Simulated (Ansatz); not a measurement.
Take LaN in the zinc blende structure (space group F-43m, No. 216; a = 5.5465 Å; a hypothetical phase, not in the database extracts checked) as the base.

Perturbation: the cell is scaled by 0.9577 in all directions, atoms relaxed at fixed cell.

Levels (all Ansatz, an electronic-structure program, PAW): PBEsol (420 eV, scalar-relativistic without spin-orbit coupling); r2SCAN (500 eV, spin-orbit coupling left out); HSE06 (420 eV, no spin-orbit coupling).

At the geometry relaxed with PBEsol, these levels gave the following band gaps, in shuffled order: (a) 1.07 eV, (b) 2.26 eV, (c) 1.57 eV.

Problem. Match each gap to its level.

Solution. (a) PBEsol; (b) HSE06; (c) r2SCAN.

Single points use the geometry relaxed with PBEsol. HSE06 was sampled on its mesh, a few special points and the semilocal edge points, so its gap is an upper bound. The cells carry an imposed strain or load. Whether these cells are dynamically stable was not tested.
